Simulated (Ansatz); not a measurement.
A user runs Ansatz (a quantum-chemistry and plane-wave program) on SrCl2 (Fm-3m, 3 atoms in the cell) and asks whether the run is sound. The aim is a self-consistent single point with DFT, revPBE, plane waves, default PAW files made with PBE.

Cell that was meant: a = 5.0113 Å, b = 5.0113 Å, c = 5.0113 Å, α = 60.00°, β = 60.00°, γ = 60.00°.

Part of the input:

Ansatz 0.2 input:
```yaml
  xc: revpbe
  pseudopotentials: { kind: paw }
scf:
  occupations: { method: fermi_dirac, width: 0.68 }
output:
  forces: true
  eigenvalues: true
```

Log, with long lists cut:

```
WARN basis.ecutwfc = 420 eV, the default
WARN ansatz: RAYON_NUM_THREADS=1 ignored (pool sized by the plan → 1); use --threads N
   [... lines left out ...]
PAW frozen core: Cl, regenerated for the run's functional, and the local potential with it
Initial density: superposition of atomic densities (neutral atoms: chi_scale 0, normalization atom), corrected by the library's trained network
Initial wavefunctions: pseudopotential atomic-orbital guess
Eigensolver: davidson
Functional: x = revpbe(κ = 1.245, μ = 0.2195149727645171), c = pbe(β = 0.06672455060314922)
SCF iter   1: F=—  HF=-5720.965907 eV  |F-HF|=—  |Δ(HF+E_count)|=         —  Δρ=1.67e-3  dr2=1.82e-3  ethr=1.77e-3  ⟨swp⟩=9.0  Hψ=1140  notcnv=0
all-band conjugate gradients solve this SCF's bands
preconditioner: auto → none
SCF iter   2: F=—  HF=-5720.966173 eV  |F-HF|=—  |Δ(HF+E_count)|=   2.66e-4  Δρ=8.71e-4  dr2=3.28e-4  ethr=7.60e-6  ⟨swp⟩=2.4  Hψ=378  notcnv=0
SCF iter   3: F=—  HF=-5720.966342 eV  |F-HF|=—  |Δ(HF+E_count)|=   1.69e-4  Δρ=1.60e-4  dr2=2.59e-5  ethr=1.37e-6  ⟨swp⟩=2.2  Hψ=276  notcnv=0
SCF iter   4: F=—  HF=-5720.966386 eV  |F-HF|=—  |Δ(HF+E_count)|=   4.41e-5  Δρ=3.95e-5  dr2=1.21e-6  ethr=1.08e-7  ⟨swp⟩=2.0  Hψ=278  notcnv=0
SCF iter   5: F=—  HF=-5720.966386 eV  |F-HF|=—  |Δ(HF+E_count)|=   1.46e-8  Δρ=1.36e-5  dr2=1.03e-7  ethr=5.04e-9  ⟨swp⟩=2.2  Hψ=325  notcnv=0
SCF iter   6: F=-5720.966387 eV  HF=-5720.966387 eV  |F-HF|=5.73e-9  |Δ(HF+E_count)|=   2.81e-7  Δρ=4.02e-6  dr2=1.06e-8  ethr=4.17e-10  ⟨swp⟩=7.5  Hψ=926  notcnv=0
SCF 1 converged in 6 iterations: F = -5720.966387 eV  dr2 = 1.06e-8
Free energy (F): -5720.966387 eV
Internal energy: -5720.670391 eV  (E = F + TS)
E sigma→0 (E₀):  -5720.818389 eV
Entropy (-TS):   -0.295995 eV (-98.665 meV/atom)
Fermi energy:    5.822561 eV
--- Forces (eV/Å), atoms counted from 1 ---
  atom   1  Sr    -0.00000000    -0.00000000     0.00000000
   [... zero for the other atoms too ...]
--- Stress (GPa, compression-positive) ---
        0.961249      -0.000000       0.000000
       -0.000000       0.961249      -0.000000
       -0.000000      -0.000000       0.961249
  P = ⅓ Tr σ = 0.9612 GPa (9.612 kbar)
  The stress holds the Pulay correction. Without it, at fixed plane waves, as pw.x and ABINIT print it: P = 0.9592 GPa
```

### Question
Can these results be used? Check the input.

### Answer
The run is not sound. The fault is a smearing width that is far too large. A width of many tenths of an electronvolt moves electrons far across the Fermi level or the gap, and the free energy and its derivatives carry a large smearing term. To fix it, use a width small against the gap or band features. The run converged in 6 iterations without an error; against the sound input the free energy falls by 15.5 meV/atom, the pressure goes from 0.80 to 0.96 GPa and the gap on the mesh goes from 5.444 to 5.459 eV.

An input that runs soundly differs in these lines (not the only fix; some lines may just follow from the change or write a value another way):
```diff
-  occupations: { method: fermi_dirac, width: 0.68 }
+  occupations: { method: gaussian, width: 0.01 }
```

With that input, the run converged in 6 iterations: free energy E − TS (on the zero of these files) -5720.9198 eV; top of the valence band (on the code's own zero) 2.76 eV; gap on the k-point mesh 5.44 eV; pressure 0.80 GPa (DFT, revPBE, plane waves, default PAW files made with PBE).

On the sound input: the starting cell comes from a database of computed structures (which also holds hypothetical and non-ambient phases and stackings), without a prior relaxation at this level. Its lattice was rescaled by a random factor within 2.5 % of one. Ansatz's pressure includes its estimate of the finite-basis (Pulay) stress.
